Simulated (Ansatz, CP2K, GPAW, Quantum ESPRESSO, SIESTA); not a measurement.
Code comparison for CrB (Cmcm, 4 atoms in the cell)

Self-consistent single point.

```yaml
crystal:
  lattice:
    - [1.45169, -3.89914, 0.00000]
    - [1.45169, 3.89914, 0.00000]
    - [0.00000, 0.00000, 2.90195]
  atoms:
    - { symbol: Cr, position: [0.85462, 0.14538, 0.75000] }
    - { symbol: Cr, position: [0.14538, 0.85462, 0.25000] }
    - { symbol: B, position: [0.56494, 0.43506, 0.75000] }
    - { symbol: B, position: [0.43506, 0.56494, 0.25000] }
```

Shared settings, as Ansatz (a quantum-chemistry and plane-wave program) writes them: kpoints.mp_grid.grid = 8 8 8; scf.occupations.method = fermi_dirac; scf.occupations.width = 0.1 eV. Potentials and cutoffs stand in the table.

```json
[
 {"code": "Quantum ESPRESSO", "model": "LDA (PZ), GBRV 1.5 ultrasoft (LDA) pseudopotentials", "pressure (GPa)": "-9.31", "largest force (eV/Å)": "0.029", "cutoff": "50 Ry"},
 {"code": "GPAW", "model": "LDA (Perdew-Wang 92), GPAW PAW datasets LDA (gpaw-data 1.0.1)", "pressure (GPa)": "–", "largest force (eV/Å)": "0.065", "cutoff": "950 eV"},
 {"code": "CP2K", "model": "LDA (Pade form), GPW, DZVP-MOLOPT-SR-GTH basis, GTH-PADE potentials (GTH_POTENTIALS)", "pressure (GPa)": "-11.11", "largest force (eV/Å)": "0.053", "cutoff": "grid 600 Ry"},
 {"code": "Ansatz", "model": "LDA (PW92), default PAW files made with PBE", "pressure (GPa)": "-10.51", "largest force (eV/Å)": "0.056", "cutoff": "default"},
 {"code": "SIESTA", "model": "LDA PW92, numerical atomic orbitals DZP, PseudoDojo LDA standard norm-conserving potentials (rewritten from UPF to PSML)", "pressure (GPa)": "-10.42", "largest force (eV/Å)": "0.199", "cutoff": "grid 400 Ry"}
]
```

A dash marks a value that a program does not give, or that is left out as unsure.

On Ansatz's run: spin polarisation is off.

The spread over the programs that give each value: pressure within 1.80 GPa; largest force within 0.170 eV/Å.

CP2K and SIESTA use small atom-centred bases, whose incompleteness enters pressures, forces and empty levels differently from a plane-wave cutoff. Ansatz's pressure is given at a fixed set of plane waves, as the other plane-wave codes print theirs; with its correction for the finite basis it is -10.26 GPa (the shift of 0.24 GPa shows how far the cutoff is from converged). The pressure of GPAW is left out: its cutoff lies under the one at which its stress was checked. The same LDA comes in different parametrisations, which differ slightly. In the pressure, CP2K (by 1.20) lies more than 1 GPa from the median of the plane-wave programs. In the force vectors, SIESTA (by 0.238) lies more than 0.08 eV/Å from the median of the plane-wave programs.

The starting cell comes from a database of computed structures (which also holds hypothetical and non-ambient phases and stackings), without a prior relaxation at this level.

Left out of this page: Elk (not drawn, or without a comparable value).

Keys are those of Ansatz 0.2.
